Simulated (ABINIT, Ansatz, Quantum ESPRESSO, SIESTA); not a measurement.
SrB₆ (Pm-3m, 7 atoms in the cell) computed with different codes at matched settings

Self-consistent single point.

```xyz
7
Lattice="4.1902 0.0000 0.0000 0.0000 4.1902 0.0000 0.0000 0.0000 4.1902" Properties=species:S:1:pos:R:3 pbc="T T T"
Sr     0.0000     0.0000     0.0000
B      0.8512     2.0951     2.0951
B      3.3390     2.0951     2.0951
B      2.0951     0.8512     2.0951
B      2.0951     3.3390     2.0951
B      2.0951     2.0951     0.8512
B      2.0951     2.0951     3.3390
```

Shared settings, as Ansatz (a first-principles code) writes them: kpoints.mp_grid.grid = 5 5 5; magnetization.spin_orbit = true; scf.occupations.method = fermi_dirac; scf.occupations.width = 0.05 eV. Potentials and cutoffs stand in the table.

```
code                                                                                                                                                                         model  pressure (GPa)  largest force (eV/Å)       cutoff
----------------  ----------------------------------------------------------------------------------------------------------------------------------------------------------------  --------------  --------------------  -----------
SIESTA            GGA PBEsol with spin-orbit coupling, numerical atomic orbitals TZP, PseudoDojo PBEsol fully relativistic norm-conserving potentials (rewritten from UPF to PSML)               –                 0.002  grid 300 Ry
Quantum ESPRESSO                                                              PBEsol, spin-orbit coupling, PseudoDojo fully relativistic norm-conserving (PBESOL) pseudopotentials           -1.51                 0.070        80 Ry
Ansatz                                                                                                                    PBEsol with spin-orbit coupling, PAW files made with PBE           -2.06                 0.049       420 eV
ABINIT                                                                                                     PBEsol, spin-orbit coupling, PAW (JTH v2.0 PBE PAW, files made for PBE)           -1.86                 0.082        40 Ry
```

A dash marks a value that a program does not give, or that is left out as unsure.

The spread over the programs that give each value: pressure within 0.55 GPa; largest force within 0.080 eV/Å.

SIESTA uses small atom-centred bases, whose incompleteness enters pressures, forces and empty levels differently from a plane-wave cutoff. Ansatz's pressure is given at a fixed set of plane waves, as the other plane-wave codes print theirs; with its correction for the finite basis it is -1.91 GPa.

The starting cell comes from a database of computed structures (which also holds hypothetical and non-ambient phases and stackings), without a prior relaxation at this level.

Left out of this page: FLEUR (not drawn, or without a comparable value).

Keys are those of Ansatz 0.2.
